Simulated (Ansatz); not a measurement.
The starting structures come from a database of crystals and need not be the phases stable at ambient conditions.

Inside the gap of an insulator the Bloch states are evanescent, with a wavenumber k + iκ along the transport direction.

Input:

```yaml
crystal:
  lattice:
    - [5.93663, 0.00000, 0.00000]
    - [0.00000, 9.57131, 0.00000]
    - [2.96832, 4.78566, 2.96832]
  atoms:
    - { symbol: Ge, position: [0.50000, 0.75000, 0.00000] }
    - { symbol: Ge, position: [0.00000, 0.00000, 0.00000] }
    - { symbol: Se, position: [0.48796, 0.37500, 0.50000] }
    - { symbol: Se, position: [0.98796, 0.11296, 0.52408] }
    - { symbol: Se, position: [0.51204, 0.87500, 0.50000] }
    - { symbol: Se, position: [0.01204, 0.63704, 0.47592] }
```

Space group of this cell: I-42d. The cell is taken as given.

Transport runs along the normal of the first two printed cell vectors, the (100) plane of the conventional cell.

The gap is the functional's own. No spin-orbit coupling. Mid-gap values are interpolated on the energy grid.

Estimate the band gap and the smallest decay constant κ at mid-gap that PBEsol in Ansatz (an electronic-structure program) returns for this system.

Gap 1.60 eV on a 10×10×10 mesh; κ = 0.169 1/Å, at the zone centre.
